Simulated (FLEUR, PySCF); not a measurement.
A PySCF input for a self-consistent single point of Si (Fd-3m, 2 atoms in the cell) (DFT PBE, Gaussian basis gth-dzvp-molopt-sr, GTH pseudopotentials gth-pbe, FFT density fitting with multigrid):

```python
import numpy as np
from pyscf.pbc import gto, scf, dft

cell = gto.Cell()
cell.a = np.array([[0, 2.667413, 2.667413],
              [2.667413, 0, 2.667413],
              [2.667413, 2.667413, 0]])
cell.atom = '''
Si           0.25           0.25           0.25
Si              0              0              0
'''
cell.fractional = True
cell.unit = 'Angstrom'
cell.basis = 'gth-dzvp-molopt-sr'
cell.pseudo = 'gth-pbe'
cell.ke_cutoff = 50
cell.max_memory = 2000
cell.verbose = 4
cell.build()

kpts = cell.make_kpts([8, 8, 8])
kdft = dft.KRKS(cell, kpts).multigrid_numint()
kdft.xc = 'PBE'
kdft.conv_tol = 1e-08
kdft.max_cycle = 80
kdft.diis_start_cycle = 5
kdft.damp = 0.7
kdft = scf.addons.smearing_(kdft, sigma=0.00183747, method='fermi')
kdft.kernel()

res = dict(e_tot=kdft.e_tot, converged=kdft.converged, nao=cell.nao, mesh=cell.mesh, nelectron=cell.nelectron)
res.update(e_free=kdft.e_free, e_zero=kdft.e_zero)
np.savez('results.npz', **res)
eps, occ = np.array(kdft.mo_energy), np.array(kdft.mo_occ)
nk = len(kdft.kpts)
res.update(mo_energy=eps, mo_occ=occ)
print('electrons per cell = %.6f' % (occ.sum() / nk))
full = 1.0
print('highest filled level = %.6f Ha, lowest empty level = %.6f Ha' % (eps[occ > full].max(), eps[occ <= full].min()))
np.savez('results.npz', **res)
```

Give the FLEUR input for the same structure, mesh, smearing and functional.

One input that does it (others would too):

Input of the input generator:

```
Si
&input film=f /
0.0000000000 0.7071067812 0.7071067812
0.7071067812 0.0000000000 0.7071067812
0.7071067812 0.7071067812 0.0000000000
7.1285980638
1.0 1.0 1.0

2
14 0.2500000000 0.2500000000 0.2500000000
14 0.0000000000 0.0000000000 0.0000000000

&comp jspins=1 /
&kpt div1=8 div2=8 div3=8 gamma=t /
&end /
```

```xml
<?xml version="1.0" encoding="UTF-8" standalone="no"?>
<fleurInput fleurInputVersion="0.39">
   <comment>
      Si                                                                                                  
   </comment>
   <calculationSetup>
      <cutoffs Kmax="3.9" Gmax="15.6" GmaxXC="15.6" numbands="0"/>
      <scfLoop itmax="100" minDistance="0.00001" maxIterBroyd="15" imix="Anderson" alpha="0.05" precondParam="0.0" spinf="2.0"/>
      <coreElectrons ctail="T" frcor="F" kcrel="0" coretail_lmax="0"/>
      <xcFunctional name="pbe" relativisticCorrections="F"/>
      <magnetism jspins="1"/>
      <soc l_soc="F" theta="0.0" phi="0.0" spav="F"/>
      <expertModes spex="0" secvar="F"/>
      <geometryOptimization l_f="T" forcealpha="1.0" forcemix="BFGS" epsdisp="0.00001" epsforce="0.00001"/>
      <ldaU l_linMix="F" mixParam="0.05" spinf="1.0"/>
   </calculationSetup>
   <cell>
      <bzIntegration valenceElectrons="8.0" mode="hist" fermiSmearingEnergy="0.00183747">
         <kPointListSelection listName="default-1"/>
         <!-- k-points included here -->
         <xi:include xmlns:xi="http://www.w3.org/2001/XInclude" href="kpts.xml"> </xi:include>
      </bzIntegration>
      <!-- symmetry operations included here -->
      <xi:include xmlns:xi="http://www.w3.org/2001/XInclude" href="sym.xml"> </xi:include>
      <bulkLattice scale="1.0">
         <bravaisMatrix>
            <row-1>    0.0000000000000000     5.0406800313621707     5.0406800313621707</row-1>
            <row-2>    5.0406800313621707     0.0000000000000000     5.0406800313621707</row-2>
            <row-3>    5.0406800313621707     5.0406800313621707     0.0000000000000000</row-3>
         </bravaisMatrix>
      </bulkLattice>
   </cell>
   <atomSpecies>
      <species name="Silicon (Si)" element="Si" atomicNumber="14">
         <mtSphere radius="2.08" gridPoints="717" logIncrement="0.016"/>
         <atomicCutoffs lmax="8" lnonsphr="6"/>
         <electronConfig flipSpins="F">
            <coreConfig>(1s1/2) (2s1/2) (2p1/2) (2p3/2)</coreConfig>
            <valenceConfig>(3s1/2) (3p1/2) (3p3/2)</valenceConfig>
            <stateOccupation state="(3p1/2)" spinUp="0.3333333333333" spinDown="0.3333333333333"/>
            <stateOccupation state="(3p3/2)" spinUp="0.6666666666667" spinDown="0.6666666666667"/>
         </electronConfig>
         <energyParameters s="3" p="3" d="3" f="4"/>
      </species>
   </atomSpecies>
   <atomGroups>
      <atomGroup species="Silicon (Si)">
         <relPos label="                   1">1.000/8.000 1.000/8.000 1.000/8.000</relPos>
         <relPos label="                   2">-1.000/8.000 -1.000/8.000 -1.000/8.000</relPos>
         <force calculate="T" relaxXYZ="TTT"/>
      </atomGroup>
   </atomGroups>
   <output dos="F" band="F" slice="F">
      <checks vchk="F" cdinf="F"/>
      <bandDOS minEnergy="-.5*Htr" maxEnergy="0.5*Htr" sigma="0.015" storeEVData="T"/>
      <vacuumDOS vacdos="F" integ="F" star="F" nstars="0" locx1="0.0" locy1="0.0" locx2="0.0" locy2="0.0" nstm="0" tworkf="0.0"/>
      <unfoldingBand unfoldBand="F" supercellX="1" supercellY="1" supercellZ="1"/>
      <plotting iplot="0" polar="F">
         <plot TwoD="T" vec1="  1.0  0.0  0.0" vec2="  0.0  1.0  0.0" vec3="  0.0  0.0  1.0" zero="  0.0  0.0  0.0" file="plot"/>
      </plotting>
      <chargeDensitySlicing numkpt="0" minEigenval="0.0" maxEigenval="0.0" nnne="0" pallst="F"/>
      <specialOutput eonly="F"/>
      <magneticCircularDichroism mcd="F" energyLo="-10.0" energyUp="0.0"/>
   </output>
  <!-- We include the file relax.xml here to enable relaxations (see documentation) -->
  <xi:include xmlns:xi="http://www.w3.org/2001/XInclude" href="relax.xml"> <xi:fallback/> </xi:include>
</fleurInput>
```

Basis, cutoffs, solver keys and any potentials are the target program's own. This input uses DFT, PBE, all-electron FLAPW (FLEUR), scalar-relativistic valence. Both were run: gap on the mesh 0.584 eV in PySCF and 0.525 in FLEUR.

On PySCF: the starting cell comes from a database of computed structures (which also holds hypothetical and non-ambient phases and stackings), without a prior relaxation at this level. For this run, on top of that: lattice scaled by 0.98. Values carry the incompleteness of an atom-centred basis.

On FLEUR: the starting cell comes from a database of computed structures (which also holds hypothetical and non-ambient phases and stackings), without a prior relaxation at this level. For this run, on top of that: lattice scaled by 0.98. Values depend on the basis (sphere radii, cutoffs, local orbitals), which need not be converged.
